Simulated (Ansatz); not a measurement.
The structure below was relaxed with DFT with LDA, PAW potentials and a 420 eV plane-wave cutoff in Ansatz (an electronic-structure program), scalar-relativistic without spin-orbit coupling, at pressure 10 GPa.

```
CsSnI3
1.0
    5.53502     0.00000     0.00000
    0.00000     5.53502     0.00000
    0.00000     0.00000     5.53502
Cs Sn I
1 1 3
Direct
  0.00000   0.00000   0.00000
  0.50000   0.50000   0.50000
  0.50000   0.00000   0.50000
  0.00000   0.50000   0.50000
  0.50000   0.50000   0.00000
```

Question: Find the space group and the Wyckoff positions.

Answer: Space group Pm-3m (No. 221); a = b = c = 5.535 Å, α = β = γ = 90.00°

```tsv
atom	site	symmetry	x	y	z
Cs	1a	m-3m	0.0000	0.0000	0.0000
Sn	1b	m-3m	0.5000	0.5000	0.5000
I	3c	4/mm.m	0.0000	0.5000	0.5000
```

Question: Describe the coordination.

Answer: The crystal has 5 atoms in its conventional cell. Cell: a = b = c = 5.5350 Å, α = β = γ = 90.00°. Cs is coordinated by 12 I at 3.914 Å (cuboctahedral). Sn sees 6 I at 2.768 Å (octahedral). I is surrounded by 2 Sn at 2.768 Å and 4 Cs at 3.914 Å (octahedral). (Neighbours: up to the widest gap in distance over summed covalent radii, below 1.35, at either atom; cation-cation and far metal-metal contacts left out.)

Spin-orbit coupling, missing from the scalar runs, can matter with I. Load acts through the strain it causes; cell and atoms are relaxed under it. Stability against distortions was not tested. No other phases were tried under pressure. The final runs are not spin-polarised. The cell was made from CsSnI3 in the cubic perovskite structure (space group Pm-3m, No. 221) by this change: pressure 10 GPa. Many cubic perovskites are stable only at high temperature; tilts and polar distortions were not tested.
